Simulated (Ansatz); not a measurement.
Cost and result by functional for the surface energy of the (21-30) surface of hcp Zn in its 1x1 cell, outermost plane spacing 0.29 Å in the ideal cut, in Ansatz (plane waves, PAW). Single points on the PBE structure, on one kind of machine; costs are rough ratios of the slab run's core time (references not counted) to the cheapest single point. r2SCAN's cost holds its higher cutoff (500 against 420 eV). Differences are taken against r2SCAN for comparison alone: no measured value is at hand, so the table doesn't rank accuracy.

Slab: 26 atoms, 10.7 Å thick at the start; k 8x6x1, smearing 0.1 eV, dipole-corrected; all atoms relaxed; held to the start's symmetry, so lower structures may exist; no spin, no spin-orbit, no U. These notes are the PBE run's.

| functional | relative cost | surface energy (J/m²) | less r2SCAN (J/m²) |
|---|---|---|---|
| RPBE | 1 | 0.63 | -0.47 |
| PBEsol | 1 | 1.15 | 0.05 |
| LDA | 1 | 1.28 | 0.19 |
| r2SCAN | 2 | 1.10 | 0.00 |
| PBE (the relaxed run's value) | – | 0.83 | -0.27 |

The values span 0.65 J/m², while the single points' costs differ by a factor of roughly 2. Differences are of unrounded values.

Ansatz is a first-principles code.
